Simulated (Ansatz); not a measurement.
# NiO in the rock salt structure (space group Fm-3m, No. 225; ferromagnetic)

NiO has the cubic space group Fm-3m (No. 225), the rock salt structure, Pearson symbol cF8. Lattice parameters: a = b = c = 4.189 Å, α = β = γ = 90.00°. O on 4a sees 6 Ni at 2.094 Å (octahedral). Ni on 4b has 6 O at 2.094 Å (octahedral). (Neighbours: up to the widest gap in distance over summed covalent radii, below 1.35, at either atom; cation-cation and far metal-metal contacts left out.)
(The calculation used a cell of 2 atoms; values per cell refer to that cell.)

All numbers come from Kohn–Sham DFT with the r2SCAN functional, run in Ansatz (a quantum-chemistry and plane-wave program) with PAW and 500 eV plane waves, scalar-relativistic without spin-orbit coupling. Settings: 13×13×13 k-points, 0.05 eV Fermi–Dirac smearing.

```json
{
  "volume_per_atom": "9.19 Å³",
  "density": "6.75 g/cm³",
  "band_gap": "0.82 eV, indirect, L → Γ",
  "magnetic_state": "ferromagnetic",
  "total_energy": "-3206.720 eV/atom (σ→0; compares only within this code and set-up)"
}
```

No phonon test of stability was made. No Hubbard U is applied and the magnetic state is the run's own (NiO ferromagnetic); other magnetic orders, which need larger cells, were not tried and can change the gap. Where the two band edges lie in opposite spin channels, the gap is a spin-flip gap. In its common phase, real NiO is an antiferromagnetic insulator at low temperature.
